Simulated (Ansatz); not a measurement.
# SiGe (model structure, Pmma, No. 51, 4 atoms in the cell)

These are PBE0 (plane waves, PAW; Ansatz, a first-principles code) values and carry that method's errors.

Numerical settings: plane-wave cutoff 460 eV, 6×6×6 k mesh, Fermi–Dirac smearing 0.01 eV, scalar-relativistic PAW data made under PBE.

Cell (relaxed with PBEsol):

```cif
data_Ge2Si2
_chemical_formula_sum 'Si2 Ge2'
_space_group_name_H-M_alt 'Pmma'
_space_group_IT_number 51
_space_group_name_Hall '-P 2a 2a'
_cell_length_a 3.91776
_cell_length_b 3.92331
_cell_length_c 5.54134
_cell_angle_alpha 90.000
_cell_angle_beta 90.000
_cell_angle_gamma 90.000
loop_
_atom_site_label
_atom_site_type_symbol
_atom_site_symmetry_multiplicity
_atom_site_Wyckoff_symbol
_atom_site_fract_x
_atom_site_fract_y
_atom_site_fract_z
_atom_site_occupancy
Si1 Si 2 e 0.25000 0.00000 0.11976 1
Ge1 Ge 2 f 0.25000 0.50000 0.36918 1
```

```json
{
  "band_gap": "1.54 eV (on the SCF k mesh) (indirect)",
  "smallest_direct_gap_on_the_k_points_sampled": "1.77 eV"
}
```

Note: the relaxation could raise the start's symmetry but not lower it, so the cell can be a saddle point; cell and atoms aren't relaxed at this level (pressure 0.3 GPa).

Spin–orbit coupling is not included.

A model structure was made by putting elements into a prototype or built by hand; it is no filed structure, need not be a known phase, and can be a saddle point held by its symmetry.
